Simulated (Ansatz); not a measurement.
## AlRu, response to strain

Base system: AlRu in the CsCl type structure (space group Pm-3m, No. 221; a = 2.955 Å; relaxed with 0.1 eV smearing). Axes: x, y, z lie along the cube axes.

Strains are applied to the cell and any free atomic positions relax; under biaxial strain the out-of-plane vector relaxes too.

The values are results of plane-wave PAW DFT at the LDA level (Ansatz, a first-principles code, 420 eV), no SOC, not measurements.

| biaxial strain, plane normal [111], relaxed out of plane (%) | out-of-plane strain (%) |
|---|---|
| -2.5 | 1.91 |
| -2.08 | 1.55 |
| -1.67 | 1.21 |
| -1.25 | ? |
| -0.83 | 0.57 |
| -0.42 | 0.28 |
| 0 | 0.00 |

Task: Fit ε⊥ = −νε + γε² (strains in %) to the rows shown and predict the withheld row.

Result: Least squares on the printed values gives ν = 0.65 (the biaxial Poisson response) and γ = 0.047 (largest residual 0.00 %); this predicts 0.88 %, and the run gives 0.89 %, in agreement.

No phonon test of stability was made. All final runs are without spin polarisation.
